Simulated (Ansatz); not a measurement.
## What a tighter setting buys: basis.ecutwfc, Rb (Fd-3m, 2 atoms in the cell)

```
Rb
1.0
    0.00000     4.29915     4.29915
    4.29915     0.00000     4.29915
    4.29915     4.29915     0.00000
Rb
2
Direct
  0.75000   0.75000   0.75000
  0.50000   0.50000   0.50000
```

Method: PBE (plane waves, PAW; Ansatz, a first-principles code).

Base settings: basis.ecutwfc = 30.9 Ry; kpoints.mp_grid.grid = 9 9 9; hamiltonian.xc = pbe; hamiltonian.pseudopotentials = {kind: paw} (the program's default PAW files); scf.occupations.method = fermi_dirac; scf.occupations.width = 0.01 Ry.

Misses are taken against the tightest run, 61.7 Ry, which need not be fully converged itself. The energy is the free energy per atom.

The count of work is k-points × plane waves × bands × iterations; it is no time, and leaves out set-up, grids and terms that scale otherwise. 

Ansatz's pressure holds its estimate of the finite-basis (Pulay) stress, which hides part of the cutoff error; the uncorrected pressure shows it.

The starting cell was generated: these elements placed on a structure prototype, without a prior relaxation; it need not be a known phase or ordering of this composition. Its lattice was rescaled by a random factor within 2.5 % of one. Ansatz's pressure includes its estimate of the finite-basis (Pulay) stress.

```csv
basis.ecutwfc,energy less reference (meV/atom),uncorrected pressure less reference (GPa),count of work / reference
12.5 Ry,441.42,-4.22,0.093
15.4 Ry,72.08,-0.99,0.12
18.4 Ry,7.90,-0.15,0.14
21.7 Ry,0.62,-0.01,0.21
24.6 Ry,0.21,0.00,0.25
27.9 Ry,0.08,0.00,0.31
30.9 Ry,0.05,0.00,0.35
35.6 Ry,0.03,0.00,0.44
40.1 Ry,0.01,0.00,0.53
46.3 Ry,0.01,0.00,0.66
54 Ry,0.00,0.00,0.82
61.7 Ry,0.00,0.00,1.0
```

Coarsest setting among those run that, with all tighter ones, holds the energy within 10 meV/atom of the reference: 18.4 Ry, off by 7.9 meV/atom; it needs 0.14 of the reference's count of work.

Coarsest setting among those run that, with all tighter ones, holds the energy within 1 meV/atom of the reference: 21.7 Ry, off by 0.62 meV/atom; it needs 0.21 of the reference's count of work.

The step from 12.5 Ry to 40.1 Ry: it takes the miss in the energy from 440 to 0.01 meV/atom, for 5.7 times the count of work.

Keys are those of Ansatz 0.2.
